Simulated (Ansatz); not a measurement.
## Ca3GeO, response to strain

The reference is Ca3GeO in the anti-perovskite structure (space group Pm-3m, No. 221; a = 4.670 Å). Axes: x, y, z lie along the cube axes.

Strains are applied to the cell and any free atomic positions relax; under biaxial strain the out-of-plane vector relaxes too.

Method: PBEsol (Ansatz, an electronic-structure program; PAW; 420 eV plane waves; scalar-relativistic without spin-orbit coupling).

Notes on the quantities. energy relative to the base: free energy F.

```csv
case,energy relative to the base,shortest interatomic distance,space group
base,0 meV/atom,2.335 Å,Pm-3m (No. 221)
"biaxial strain +0.64 %, plane normal [111], relaxed out of plane",+0.8 meV/atom,2.343 Å,R-3m (No. 166)
isotropic strain −1.08 %,+4.3 meV/atom,2.310 Å,Pm-3m (No. 221)
uniaxial strain ε_xx = −1.94 %,+3.4 meV/atom,2.290 Å,P4/mmm (No. 123)
```

Whether these cells are dynamically stable was not tested. All final runs are without spin polarisation.
